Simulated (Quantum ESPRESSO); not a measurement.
**σxx against uniaxial strain in fluorite-structure PbF2 (space group 225): C11 (Quantum ESPRESSO, LDA)**

```yaml
crystal:
  lattice:
    - [0.00000, 2.90349, 2.90349]
    - [2.85994, 0.00000, 2.90349]
    - [2.85994, 2.90349, 0.00000]
  atoms:
    - { symbol: Pb, position: [0.00000, 0.00000, 0.00000] }
    - { symbol: F, position: [0.25000, 0.25000, 0.25000] }
    - { symbol: F, position: [0.75000, 0.75000, 0.75000] }
```

Computed with LDA (PZ), GBRV 1.5 ultrasoft (LDA) pseudopotentials (plane waves; Quantum ESPRESSO). Settings: ecutwfc = 52 Ry; ecutrho = 260 Ry; occupations = smearing; smearing = fermi-dirac; degauss = 0.000734986 Ry; potentials = {Pb: pb_lda_v1.uspp.F.UPF, F: f_lda_v1.4.uspp.F.UPF}; K_POINTS = automatic 12 12 12 0 0 0; conv_thr = 1e-10 Ry; mixing_beta = 0.3. The cell above is the first row's. The rows stretch one cube axis (x) by the strain ε and hold the other two. Stress is positive in tension. In all rows fractional positions and the k mesh are held.

```
ε (%)  σxx (GPa)
-----  ---------
-1.5       -1.84
-1.0       -1.20
-0.5       -0.56
0.0         0.06
0.5         0.68
1.0         1.28
1.5         1.88
2.0            ?
```

Fit σxx of the 7 rows that show it with a parabola. Least squares gives σxx = 0.062 + 1.2400·ε - 0.0190·ε². Residuals (row less fit): 0.001, -0.003, 0.003, -0.002, 0.003, -0.003, 0.001; standard error 0.003 (degrees of freedom: 4). The slope at ε = 0, 1.2400 GPa per cent, gives C11 ≈ 100 × 1.2400 = 124 GPa, for the static lattice.

Question: Estimate the missing σxx (ε = 2.0); what did the run itself give?

Answer: σxx = 0.062 + 1.2400 × 2.0 - 0.0190 × 2.0² = 2.466 GPa. The calculation gives 2.46 GPa, 0.006 GPa below the prediction (0.1 % of the range of σxx in the table). The row lies outside the fitted rows, so this is an extrapolation. From the scatter of the fitted rows alone, a prediction at this place has a standard error of 0.006 GPa, so the miss is 1.0 times that.

Carrying the step between the two nearest rows on in a straight line would have given 2.48, off by 0.02; series whose last step already gives the withheld value aren't shown. The reference cell has the volume at which an earlier scan in this program and functional put its minimum by a fit. This is the high-temperature polymorph. The runs keep the symmetry of the cell, so they don't test it for distortions. The unstrained cell stands at a pressure of -0.06 GPa, and the constants belong to that pressure. By symmetry this strain leaves no force on the atoms; the largest in the rows is 0.000 eV/Å. Spin-orbit coupling is off. Cutoffs and mesh are single choices, not tested for convergence of this quantity. Series with a scatter that would blur these digits, or in which a gap closes, are not shown. Strain series were run only where this level's volume lies within 10 % of a first guess from the measured size.
